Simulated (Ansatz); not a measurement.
# What Nb → Mo does to LiNbO3

Base system: LiNbO$_{3}$ (space group R3c, No. 161; a = 5.1375 Å, c = 13.8847 Å (hexagonal axes)).

The change: full substitution Nb → Mo; the structure is relaxed again.

Method: DFT with r2SCAN, PAW potentials and a 500 eV plane-wave cutoff in Ansatz (an electronic-structure program), without spin-orbit coupling. Γ-centred 11×11×11 mesh, Fermi–Dirac width 0.05 eV, for the changed cell.

```json
[
 {"quantity": "volume per atom", "base": "10.58 Å³", "changed": "10.23 Å³", "shift": "-0.35 Å³"},
 {"quantity": "density", "base": "4.64 g/cm³", "changed": "4.90 g/cm³", "shift": "+0.26 g/cm³"},
 {"quantity": "lattice parameter a", "base": "5.137 Å", "changed": "5.118 Å", "shift": "-0.019 Å"},
 {"quantity": "c/a ratio", "base": "2.703", "changed": "2.643", "shift": "-0.060"},
 {"quantity": "space group", "base": "R3c (No. 161)", "changed": "R3c (No. 161)", "shift": "–"},
 {"quantity": "shortest interatomic distance", "base": "1.879 Å", "changed": "1.928 Å", "shift": "+0.0495 Å"},
 {"quantity": "band gap (an upper bound: an edge found on the path is not a true extremum; the base alone)", "base": "4.00 eV", "changed": "zero", "shift": "–"}
]
```

Cost of the whole job for the changed cell (relaxation, final SCF and bands): very roughly 18 core-minutes.

Whether these cells are dynamically stable was not tested. As relaxed here, LiMoO3 is a hypothetical phase, not in the database extracts checked. No Hubbard U is applied, and correlation can decide whether such a compound is a metal. The final runs are not spin-polarised.
